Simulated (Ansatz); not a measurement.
Effective masses and thermopower of SiC under load (space group P6_3mc)

Here is the system:

```yaml
crystal:
  lattice:
    - [3.06585, 0.00000, 0.00000]
    - [-1.53293, 2.65511, 0.00000]
    - [0.00000, 0.00000, 5.05126]
  atoms:
    - { symbol: Si, position: [0.33333, 0.66667, 0.49982] }
    - { symbol: Si, position: [0.66667, 0.33333, 0.99982] }
    - { symbol: C, position: [0.33333, 0.66667, 0.87518] }
    - { symbol: C, position: [0.66667, 0.33333, 0.37518] }
```

Computed with PBEsol with spin-orbit coupling, rigid bands (plane waves, PAW; Ansatz, a first-principles code). Condition of this run: biaxial stress xx = yy = 2 GPa (compression positive) (the target of the relaxation). Cell: cell and atoms relaxed with PBEsol, then loaded as said.

```yaml
band_gap: 2.08 eV
electron conductivity mass (300 K, dilute): 0.43 (x), 0.43 (y), 0.26 (z) mₑ
hole conductivity mass (300 K, dilute): 1.16 (x), 1.16 (y), 1.53 (z) mₑ
effective density of states N_c (300 K): 1.1e19 cm⁻³
effective density of states N_v (300 K): 6.4e19 cm⁻³
density_of_states_mass_electrons: 0.57 mₑ
density_of_states_mass_holes: 1.87 mₑ
Seebeck coefficient, n-type 1e19 cm⁻³, 300 K: -230 μV/K
best n-type power factor at 300 K for τ = 10 fs (best axis; densities from 1e16 to 1e21 cm⁻³ tried, whether or not they can be reached): 7.0 μW/(cm·K²) at 3e19 cm⁻³
Seebeck coefficient, p-type 1e19 cm⁻³, 300 K: 390 μV/K
```

Rigid bands; masses and Seebeck coefficients take one relaxation time τ for all states and one kind of carrier; polarons and phonon drag are left out.
